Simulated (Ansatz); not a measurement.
Consider KTaO3 in the cubic perovskite structure (space group Pm-3m, No. 221; a = 4.023 Å).

Structures relaxed with Ansatz (a first-principles code), PBE, PAW, cutoff 420 eV, no spin-orbit coupling, earlier PAW set.

Base:

Simulated powder pattern, Co Kα, λ = 1.79026 Å (kinematic, ideal powder, no thermal factors, no anomalous dispersion; the 10 strongest lines at most, above 2 %, up to 2θ = 90°):

```
2θ (°)  I/Imax (%)    hkl
------  ----------  -----
25.71           70  (100)
36.68          100  (110)
45.33          7.9  (111)
52.84           31  (200)
59.67           31  (210)
66.05           39  (211)
78.00           19  (220)
83.75           16  (221)
89.43           19  (310)
```

One thing is altered: cell and atoms relaxed at a pressure of 9 GPa.

Problem. How do the reflections move or split?

Solution. 
Simulated powder pattern, Co Kα, λ = 1.79026 Å (kinematic, ideal powder, no thermal factors, no anomalous dispersion; the 10 strongest lines at most, above 2 %, up to 2θ = 90°):

```
2θ (°)  I/Imax (%)    hkl
------  ----------  -----
26.09           70  (100)
37.23          100  (110)
46.03          7.9  (111)
53.67           31  (200)
60.63           31  (210)
67.13           39  (211)
79.35           19  (220)
85.25           16  (221)
```

The indices refer to the base's conventional cell; one index is shown for lines that coincide.

Load acts through the strain it causes; cell and atoms are relaxed under it. No phonon test of stability was made. Competing high-pressure phases were not computed.
